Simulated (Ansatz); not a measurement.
GaAs under load (space group R3m), Ansatz (a program for electronic structure) with r2SCAN with spin-orbit coupling, rigid bands. Condition of this run: uniaxial stress along [111] of -1 GPa (compression positive) (the target of the relaxation). Band gap 0.80 eV, N_c = 3.10e17 cm⁻³ and N_v = 6.90e18 cm⁻³ at 300 K, conductivity masses of 0.0558 mₑ (electrons) and 0.381 mₑ (holes). Take k_BT = 0.02585 eV.

**Question.** What thermal injection velocity √(2k_BT/πm) limits a ballistic channel?

**Answer.** 2.28e7 cm/s for electrons and 8.72e6 cm/s for holes, a ratio of √(m_h/m_e) = 2.61, for dilute carriers.

**Question.** Find the intrinsic carrier density and the intrinsic Fermi level.

**Answer.** n_i = √(N_c N_v) exp(−E_g/2k_BT) = 1.46e18 × exp(−15.47) = 2.8e11 cm⁻³. The level lies (k_BT/2) ln(N_v/N_c) = 40 meV from mid-gap (positive towards the conduction band). Each 0.1 eV added to the gap lowers n_i by a factor of 6.9.

Rigid bands with the computed gap; masses take one relaxation time for all states.
